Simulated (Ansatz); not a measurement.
Structures of equal composition on the (0001) surface of hcp Ti: a pseudomorphic layer of Os in the host's stacking; a pseudomorphic layer of Os in the other hollow. The slabs share one bottom face, and each structure is named by its start. These are constructed structures in small cells; real faces may alloy, dewet or reconstruct in larger ones, and not all known structures of the face are among them. Slabs of about 12 Å with all that they carry, Fermi-Dirac smearing of 0.1 eV. Bottom of the slabs: a bare face, its two planes held. Relaxed from the named starts with such symmetry as they have, on meshes of like density; energies extrapolated to zero smearing; no spin-orbit coupling, no U. Spin-polarised runs, if any, are marked in brackets, and their order is one that fits the cell; the others ran without spin.

All values below come from PBE (plane waves to 420 eV, PAW; Ansatz, a program for electronic structure).

Q: Rank these by energy per 1x1 cell (lowest first), as PBE gives it.

A: a pseudomorphic layer of Os in the other hollow (0.000 eV), a pseudomorphic layer of Os in the host's stacking (0.036 eV)
